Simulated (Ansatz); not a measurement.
Ansatz (a program for electronic structure) run on Ti (P6_3/mmc, 4 atoms in the cell): self-consistent single point.

Method of the run: PBE (plane waves, PAW; Ansatz).

The change in words: lattice scaled by 0.98. Reference geometry:
```
Ti
1.0
    2.92199     0.00000     0.00000
   -1.46099     2.53051     0.00000
    0.00000     0.00000     9.40151
Ti
4
Cartesian
  0.00000   0.00000   0.00000
  0.00000   0.00000   4.70076
  0.00000   1.68701   2.35038
  1.46099   0.84350   7.05113
```

Reference input (self-consistent single point, DFT, PBE, plane waves, default PAW files): basis.ecutwfc = 420 eV; kpoints.mp_grid.grid = 9 9 3; hamiltonian.xc = pbe; hamiltonian.pseudopotentials = {kind: paw} (the program's default PAW files); scf.occupations.method = gaussian; scf.occupations.width = 0.2 eV. This run's input differs from it in these lines:

```diff
@@ -3,5 +3,5 @@
   lattice:
-    - [2.92198600, 0.00000000, 0.00000000]
-    - [-1.46099300, 2.53051500, 0.00000000]
-    - [0.00000000, 0.00000000, 9.40151000]
+    - [2.86354600, 0.00000000, 0.00000000]
+    - [-1.43177300, 2.47990500, 0.00000000]
+    - [0.00000000, 0.00000000, 9.21348000]
   atoms:
```

Output, abridged:

```
SCF iter   1: F=—  HF=-9998.445489 eV  |F-HF|=—  |Δ(HF+E_count)|=         —  Δρ=5.68e-3  dr2=3.41e-2  ethr=1.77e-3  ⟨swp⟩=4.0  Hψ=2548  notcnv=0
all-band conjugate gradients solve this SCF's bands
preconditioner: auto → Kerker (q_TF=auto, 2.591 Å⁻¹)
SCF iter   2: F=—  HF=-9998.442008 eV  |F-HF|=—  |Δ(HF+E_count)|=   3.48e-3  Δρ=2.70e-3  dr2=5.44e-3  ethr=7.10e-5  ⟨swp⟩=1.0  Hψ=888  notcnv=0
SCF iter   3: F=—  HF=-9998.441666 eV  |F-HF|=—  |Δ(HF+E_count)|=   3.42e-4  Δρ=6.62e-4  dr2=2.21e-4  ethr=1.13e-5  ⟨swp⟩=2.3  Hψ=872  notcnv=0
SCF iter   4: F=—  HF=-9998.441669 eV  |F-HF|=—  |Δ(HF+E_count)|=   3.19e-6  Δρ=9.02e-5  dr2=5.01e-6  ethr=4.60e-7  ⟨swp⟩=2.0  Hψ=871  notcnv=0
SCF iter   5: F=—  HF=-9998.441662 eV  |F-HF|=—  |Δ(HF+E_count)|=   7.54e-6  Δρ=3.14e-5  dr2=4.91e-7  ethr=1.04e-8  ⟨swp⟩=2.7  Hψ=1286  notcnv=0
SCF iter   6: F=-9998.441662 eV  HF=-9998.441662 eV  |F-HF|=8.53e-9  |Δ(HF+E_count)|=   5.89e-8  Δρ=6.96e-6  dr2=2.60e-8  ethr=2.08e-10  ⟨swp⟩=5.9  Hψ=2624  notcnv=0
SCF 1 converged in 6 iterations: F = -9998.441662 eV  dr2 = 2.60e-8
Free energy (F): -9998.441662 eV
Internal energy: -9998.312420 eV  (E = F + TS)
E sigma→0 (E₀):  -9998.377041 eV
Entropy (-TS):   -0.129242 eV (-32.310 meV/atom)
Fermi energy:    14.269697 eV
--- Forces (eV/Å), atoms counted from 1 ---
  atom   1  Ti     0.00000000    -0.00000000     0.00000000
   [... zero for the other atoms too ...]
--- Stress (GPa, compression-positive) ---
        8.601139      -0.000000       0.000000
       -0.000000       8.601139       0.000000
        0.000000       0.000000       7.734329
  P = ⅓ Tr σ = 8.3122 GPa (83.122 kbar)
  The stress holds the Pulay correction. Without it, at fixed plane waves, as pw.x and ABINIT print it: P = 8.2950 GPa
```

The run converged in 6 iterations. Against the reference run the free energy goes up by 27.8 meV/atom and the pressure goes from 0.75 to 8.31 GPa.

The starting cell was generated: these elements placed on a structure prototype, without a prior relaxation; it need not be a known phase or ordering of this composition. Its lattice was rescaled by a random factor within 2.5 % of one. For this run, on top of that: lattice scaled by 0.98. Spin polarisation is off. With a pressure of about 8 GPa the cell is away from its equilibrium volume at this level. Ansatz's pressure includes its estimate of the finite-basis (Pulay) stress.

Keys are those of Ansatz 0.2.
